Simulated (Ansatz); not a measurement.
# Ti2AlC, response to strain

Take Ti2AlC (space group P6_3/mmc, No. 194; a = 3.037 Å, c = 13.638 Å; a cell from a computed database, its experimental status unchecked) as the base. Axes: x lies along a and z along c of the hexagonal cell.

Strains are applied to the cell and any free atomic positions relax; under biaxial strain the out-of-plane vector relaxes too; under stress the whole cell relaxes.

All numbers come from Kohn–Sham DFT with the PBEsol functional, run in Ansatz (a quantum-chemistry and plane-wave program) with PAW and 420 eV plane waves, no spin-orbit coupling.

Notes on the quantities. energy relative to the base: free energy F; pressure: mean of the normal stresses, compression positive.

```csv
variant,volume per atom,energy relative to the base,pressure
base,13.62 Å³,0 meV/atom,0.0 GPa
"biaxial strain +1.05 %, plane normal [001], relaxed out of plane",13.84 Å³,–,-2.4 GPa
isotropic strain −5.50 %,11.49 Å³,+0.201 eV/atom,35.0 GPa
isotropic strain −3.97 %,12.06 Å³,+100 meV/atom,22.8 GPa
"uniaxial stress, 8 GPa compression along z",13.37 Å³,+9.9 meV/atom,–
```

Without a gap, meshes like the base's 18×18×4 leave anisotropic stresses uncertain by several tenths of a GPa, and small strain energies with them. Stability under load was not tested beyond the relaxation. The final runs are not spin-polarised.
